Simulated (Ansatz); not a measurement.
Start from HfN in the rock salt structure (space group Fm-3m, No. 225).

```
CELL_PARAMETERS angstrom
      0.00000     2.26274     2.26274
      2.26274     0.00000     2.26274
      2.26274     2.26274     0.00000
ATOMIC_POSITIONS crystal
  N  0.00000 0.00000 0.00000
  Hf 0.50000 0.50000 0.50000
```

Cartesian axes are those of the cell as printed.

Calculations: Kohn–Sham DFT with the r2SCAN functional, run in Ansatz (a first-principles code) with PAW and 500 eV plane waves, scalar-relativistic without spin-orbit coupling.

Strains are applied to the cell and any free atomic positions relax.

One change was made to it. Results:

```tsv
quantity	base	after
pressure (mean of the normal stresses, compression positive)	0.0 GPa	-5.5 GPa
shortest interatomic distance	2.263 Å	2.249 Å
energy relative to the base (free energy F)	0 meV/atom	+12 meV/atom
```

**Question.** Which change produced these results?
(A) strain tensor (xx, yy, zz, yz, xz, xy) = (+1.84, −0.60, +0.94, −0.50, +1.00, −0.14) %
(B) tensor shear ε_xz = −1.37 %
(C) uniaxial strain ε_zz = +2.24 %
(D) isotropic strain −5.99 %

**Answer.** A, strain tensor (xx, yy, zz, yz, xz, xy) = (+1.84, −0.60, +0.94, −0.50, +1.00, −0.14) %. For comparison, the energy relative to the base in the other runs: uniaxial strain ε_zz = +2.24 % gives +10 meV/atom; tensor shear ε_xz = −1.37 % gives +3.4 meV/atom; isotropic strain −5.99 % gives +0.401 eV/atom.

Without a gap, meshes like the base's 18×18×18 leave anisotropic stresses uncertain by several tenths of a GPa, and small strain energies with them. No phonon test of stability was made. All final runs are without spin polarisation. An odd electron count without spin: HfN.
